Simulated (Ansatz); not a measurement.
## Hypothetical rock salt YSi: biaxial strain +4.17 %, plane normal [001], relaxed out of plane

The reference is YSi in the rock salt structure (space group Fm-3m, No. 225; a = 5.8344 Å; a hypothetical phase, not in the database extracts checked). Axes: x, y, z lie along the cube axes.

Modification: biaxial strain +4.17 %, plane normal [001], relaxed out of plane (Cartesian); in-plane vectors clamped, the third vector and the atoms free.

Calculations: r2SCAN in Ansatz (plane waves to 500 eV, PAW, spin-orbit coupling left out). Γ-centred 14×14×14 mesh, Fermi–Dirac width 0.05 eV.

The volume per atom grows by 1.826 Å³ (24.83 Å³ → 26.65 Å³) and the space group becomes I4/mmm (No. 139) (base: Fm-3m (No. 225)). The shortest interatomic distance shrinks by 0.031 Å, from 2.917 Å to 2.886 Å and the energy rises by 42 meV/atom. The pressure (mean of the normal stresses, compression positive) goes from zero to -3.9 GPa and the band gap remains zero. The out-of-plane strain is -1.07 % (rough) and the mean in-plane stress (compression positive) amounts to -5.8 GPa (rough).

Final structure (turned so that z lies along the plane normal):

```
CELL_PARAMETERS angstrom
      4.29760     0.00000     0.00000
      0.00000     4.29760     0.00000
      2.14880    -2.14880     2.88602
ATOMIC_POSITIONS crystal
  Si 0.00000 0.00000 0.00000
  Y  0.50000 0.50000 0.00000
```

Without a gap, meshes like the base's 14×14×14 leave anisotropic stresses uncertain by several tenths of a GPa, and small strain energies with them. Stability against distortions was not tested. The final runs are not spin-polarised. An odd electron count without spin: YSi. YSi has a high density of states at the Fermi level and may be magnetic at this level.

Ansatz is a first-principles code.
